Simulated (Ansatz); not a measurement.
# InAs (Fm-3m, No. 225, 2 atoms in the cell; start mp-21391; a measured phase of this formula has another space group)

Calculation: r²SCAN (plane waves, PAW; Ansatz, a program for electronic structure).

Numerical settings: plane-wave cutoff 560 eV, 16×16×16 k mesh, Fermi–Dirac smearing 0.05 eV, scalar-relativistic PAW data made under PBE.

Cell (relaxed at this level):

Space group Fm-3m (No. 225); a = 5.685 Å, b = 5.685 Å, c = 5.685 Å, α = 90.00°, β = 90.00°, γ = 90.00°

```json
[
 {"atom": "In", "site": "4b", "symmetry": "m-3m", "x": "0.5000", "y": "0.5000", "z": "0.5000"},
 {"atom": "As", "site": "4a", "symmetry": "m-3m", "x": "0.0000", "y": "0.0000", "z": "0.0000"}
]
```
(The calculation used a cell of 2 atoms; values per cell refer to that cell.)

```yaml
band_gap: zero (no gap)
bulk_modulus: 71.2 GPa
```

Note: the relaxation could not lower the start's symmetry, so the cell can be a saddle point above a distorted one; the bulk modulus is −V dP/dV from two relaxed cells at ±2 % in volume.

Spin–orbit coupling is not included; it can open a gap where bands touch, and shift volumes and moduli.

A start named mp-… is a Materials Project structure, which need not be a measured phase.
